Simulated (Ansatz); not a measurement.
Start from SiC in the wurtzite structure (space group P6_3mc, No. 186; a = 3.092 Å, c = 5.074 Å).

Computed with Kohn–Sham DFT with the PBE functional, run in Ansatz (a quantum-chemistry and plane-wave program) with PAW and 420 eV plane waves, spin-orbit coupling left out.

Base values:

- Band gap: 2.31 eV
- Electron mass: 0.27 mₑ along c, 0.44 mₑ across (at K)

One thing is altered: a hydrostatic pressure of 22.5 GPa.

Question: What happens to the band gap?

Answer: The band gap decreases by 0.16 eV to 2.15 eV.

Question: What does the calculation give for the electron mass after the change?

Answer: The electron mass changes from 0.27 mₑ along c, 0.44 mₑ across (at K) to 0.26 mₑ along c, 0.42 mₑ across (at K).

Load acts through the strain it causes; cell and atoms are relaxed under it. Effective masses come from finite differences of ±0.01 Å⁻¹. Stability against distortions was not tested. Competing high-pressure phases were not computed.
